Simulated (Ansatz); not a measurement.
NbC (P6₃/mmc, No. 194, 4 atoms in the cell; start mp-1094093; a measured phase of this formula has another space group) was calculated with LDA in Ansatz (PAW).

Settings: plane-wave cutoff 520 eV, 24×24×10 k mesh (along the axes of the cell as run), Fermi–Dirac smearing 0.05 eV, no spin polarisation, scalar-relativistic PAW data made under PBE.

Cell (relaxed at this level):

```cif
data_C2Nb2
_chemical_formula_sum 'Nb2 C2'
_space_group_name_H-M_alt 'P63/mmc'
_space_group_IT_number 194
_space_group_name_Hall '-P 6c 2c'
_cell_length_a 3.07815
_cell_length_b 3.07815
_cell_length_c 5.27228
_cell_angle_alpha 90.000
_cell_angle_beta 90.000
_cell_angle_gamma 120.000
loop_
_atom_site_label
_atom_site_type_symbol
_atom_site_symmetry_multiplicity
_atom_site_Wyckoff_symbol
_atom_site_fract_x
_atom_site_fract_y
_atom_site_fract_z
_atom_site_occupancy
Nb1 Nb 2 c 0.33333 0.66667 0.25000 1
C1 C 2 a 0.00000 0.00000 0.00000 1
```

Task: Estimate the bulk modulus B0 that the calculation returns.

Result: 
- bulk modulus B0 = 329 GPa

Note: the run has no spin polarisation, so it can have missed a magnetic state; the bulk modulus is −V dP/dV from two relaxed cells at ±2 % in volume; the relaxation could not lower the start's symmetry, so the cell can be a saddle point above a distorted one.

The computed numbers hold no vibrational or temperature effects.

A start named mp-… is a Materials Project structure, which need not be a measured phase.

Ansatz is an electronic-structure program.
